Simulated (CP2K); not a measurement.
A self-consistent single point of Pb (Im-3m, 1 atom in the cell) with CP2K.

Method: CP2K with PBEsol, GPW, DZVP-MOLOPT-SR-GTH basis, GTH-PBE potentials (GTH_POTENTIALS).

The change in words: lattice scaled by 0.98. Reference geometry:
```
CELL_PARAMETERS angstrom
      3.42887     0.00000     0.00000
     -1.14296     3.23277     0.00000
     -1.14296    -1.61639     2.79966
ATOMIC_POSITIONS crystal
  Pb 0.00000 0.00000 0.00000
```

Reference input (self-consistent single point, DFT PBEsol, GPW, DZVP-MOLOPT-SR-GTH basis, GTH-PBE potentials (GTH_POTENTIALS)): CUTOFF = 400 Ry; REL_CUTOFF = 50 Ry; SMEAR/METHOD = FERMI_DIRAC; ELECTRONIC_TEMPERATURE = 1160.45 K; KPOINTS/SCHEME = MONKHORST-PACK 15 15 15; XC_FUNCTIONAL = PBE:PBESOL; Pb/BASIS_SET = DZVP-MOLOPT-SR-GTH-q4; Pb/POTENTIAL = GTH-PBE-q4; METHOD = GPW; EPS_DEFAULT = 1e-10; NGRIDS = 4; SCF_GUESS = ATOMIC. This run's input differs from it in these lines:

```diff
@@ -66,5 +66,5 @@
     &CELL
-      A 3.42887200 0.00000000 0.00000000
-      B -1.14295700 3.23277100 0.00000000
-      C -1.14295700 -1.61638600 2.79966200
+      A 3.36029500 0.00000000 0.00000000
+      B -1.12009800 3.16811600 0.00000000
+      C -1.12009800 -1.58405800 2.74366900
       PERIODIC XYZ
```

The program printed (abridged):

```
 SCF WAVEFUNCTION OPTIMIZATION

  Step     Update method      Time    Convergence         Total energy    Change
     1 NoMix/Diag. 0.30E+00      -     0.23969786        -3.6218047042 -3.62E+00
     2 Broy./Diag. 0.30E+00      -     0.00243131        -3.6079319915  1.39E-02
     3 Broy./Diag. 0.30E+00      -     0.01024399        -3.5728946094  3.50E-02
     4 Broy./Diag. 0.30E+00      -     0.00028992        -3.5689462065  3.95E-03
     5 Broy./Diag. 0.30E+00      -     0.00025881        -3.5671331517  1.81E-03
     6 Broy./Diag. 0.30E+00      -     0.00001169        -3.5670376386  9.55E-05
     7 Broy./Diag. 0.30E+00      -     0.00001962        -3.5670271963  1.04E-05
     8 Broy./Diag. 0.30E+00      -     0.00000035        -3.5670264061  7.90E-07
     9 Broy./Diag. 0.30E+00      -     0.00000076        -3.5670273287 -9.23E-07
    10 Broy./Diag. 0.30E+00      -     0.00000002        -3.5670274098 -8.11E-08
  *** SCF run converged in    10 steps ***

  Overlap energy of the core charge distribution:               0.00000000000358
  Self energy of the core charge distribution:                 -7.30933873422194
  Core Hamiltonian energy:                                      1.49067568498519
  Hartree energy:                                               3.26204275750373
  Exchange-correlation energy:                                 -1.00967168914320
  Electronic entropic energy:                                  -0.00073542887799
  Fermi energy:                                                 0.17594273743724

  Total energy:                                                -3.56702740975339
  Total energy (extrapolated to T->0):                         -3.56665969531439

                     Mulliken Population Analysis

   [... lines left out ...]

 STRESS| Analytical stress tensor [bar]
 STRESS|                        x                   y                   z
 STRESS|      x        3.79711490903E+04  -1.53905697727E-01  -2.29206379918E-01
 STRESS|      y       -1.53905697727E-01   3.79712464931E+04  -3.79548804707E-01
 STRESS|      z       -2.29206379918E-01  -3.79548804707E-01   3.79707965140E+04
 STRESS| 1/3 Trace                                             3.79710640325E+04
```

The run converged in 10 iterations. Against the reference run the free energy rises by 24.5 meV/atom and the pressure goes from 0.67 to 3.80 GPa.

The starting cell comes from a database of computed structures (which also holds hypothetical and non-ambient phases and stackings), without a prior relaxation at this level. For this run, on top of that: lattice scaled by 0.98. Values carry the incompleteness of an atom-centred basis. The potentials were made for another functional than the one used. With a pressure of about 4 GPa the cell is away from its equilibrium volume at this level.

Cost on one core of a shared machine: roughly 60 s.
